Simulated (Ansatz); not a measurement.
A computed series for Bi: element substitutions

Take Bi in the A7 type structure (space group R-3m, No. 166; a = 4.521 Å, c = 12.028 Å (hexagonal axes); layered) as the base.

Each row replaces one element on all its sites; cell and atoms are relaxed.

The values are results of plane-wave PAW DFT at the r2SCAN+rVV10 level (Ansatz, a quantum-chemistry and plane-wave program, 500 eV), scalar-relativistic without spin-orbit coupling, not measurements.

Task: Only one of these keeps the space group of the base. Which?
(A) Bi → Si
(B) Bi → Ni
(C) Bi → Sb

Result: C, Bi → Sb. Computed: Bi → Si: Pm-3m (No. 221); Bi → Sb: R-3m (No. 166); Bi → Ni: Fm-3m (No. 225)

The magnetic state is the one reached from the starting moments; the real material's order can differ, and small cells can't hold many antiferromagnetic ones. Stability against distortions was not tested. As relaxed here, Si is a hypothetical phase, not in the database extracts checked.
